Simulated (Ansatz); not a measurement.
Consider HfO2 in the fluorite structure (space group Fm-3m, No. 225; a = 5.098 Å).

Method: PBE (Ansatz, a quantum-chemistry and plane-wave program; PAW; 420 eV plane waves; scalar-relativistic without spin-orbit coupling).

Base values:

* **Band gap**: 3.75 eV
* **Width of the top valence band**: 1.82 eV
* **Pressure**: 0.00 GPa
* **Electron mass**: 1.2 mₑ along k, 0.74 mₑ across (at X)

The change: an isotropic linear strain of +4.12 %, atoms relaxed at fixed cell.

Problem. Predict the new energy relative to the base, band gap, width of the top valence band, pressure and electron mass.

Solution. The energy grows by 114 meV/atom; the band gap drops by 0.31 eV (3.75 eV → 3.44 eV); the width of the top valence band falls by 0.15 eV, from 1.82 eV to 1.67 eV; the pressure goes from zero to -23.07 GPa; the electron mass changes from 1.2 mₑ along k, 0.74 mₑ across (at X) to 1.4 mₑ along k, 0.80 mₑ across (at X).

With Hf present, leaving out spin-orbit coupling can change the band edges. Effective masses come from finite differences of ±0.01 Å⁻¹. Along k means along the line from Γ to the band edge. Stability against distortions was not tested. This is not the structure that HfO2 has at room temperature and ambient pressure.
